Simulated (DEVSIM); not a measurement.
Structure: W/SiON/n-Si capacitor, at 300 K.

Layer 1 from the left is SiON, thickness (nm) 2.20. Layer 2 from the left is Si, thickness (nm) 4000, Nd (cm⁻³) 4.2e16.

Metal gate on the left, work function 4.6 eV. Fixed charge at the semiconductor interface -1.3e11 cm⁻² (in units of +e); no interface traps.

The device is made up for the run: typed textbook-type constants, with dimensions and the other settings drawn at random. Values at 300 K.

SiON: gap (eV) 7, affinity (eV) 1.4, permittivity 5.5. Si: gap (eV) 1.124, affinity (eV) 4.05, permittivity 11.7, Nc (cm⁻³) 2.86e19, Nv (cm⁻³) 3.1e19.

DEVSIM, 1D Poisson equation in equilibrium, Boltzmann statistics, complete ionisation; no quantum confinement or tunnelling. Metal contacts follow the ideal Schottky-Mott rule: no Fermi-level pinning, no interface dipoles.

Q: What does the simulation give for the minimum of the low-frequency capacitance, the threshold voltage (band bending 2φF)?

A: minimum of the low-frequency capacitance 0.0728 μF/cm²; threshold voltage (band bending 2φF) -0.44 V.
